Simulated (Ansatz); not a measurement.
## Response to strain in SiC

Start from SiC in the zinc blende structure (space group F-43m, No. 216; a = 4.380 Å).

Strains are applied to the cell and any free atomic positions relax.

Computed with PBE (Ansatz, a program for electronic structure), scalar-relativistic without spin-orbit coupling.

Candidates:
(a) isotropic strain +1.50 %
(b) isotropic strain −2.50 %
(c) isotropic strain −2.00 %
(d) isotropic strain +3.00 %
(e) isotropic strain −1.00 %

Notes on the quantities. energy relative to the base: free energy F.

Q: Order them by energy relative to the base, lowest first.

A: (e) isotropic strain −1.00 % (+6.5 meV/atom), (a) isotropic strain +1.50 % (+14 meV/atom), (c) isotropic strain −2.00 % (+27 meV/atom), (b) isotropic strain −2.50 % (+42 meV/atom), (d) isotropic strain +3.00 % (+52 meV/atom)

Whether these cells are dynamically stable was not tested.
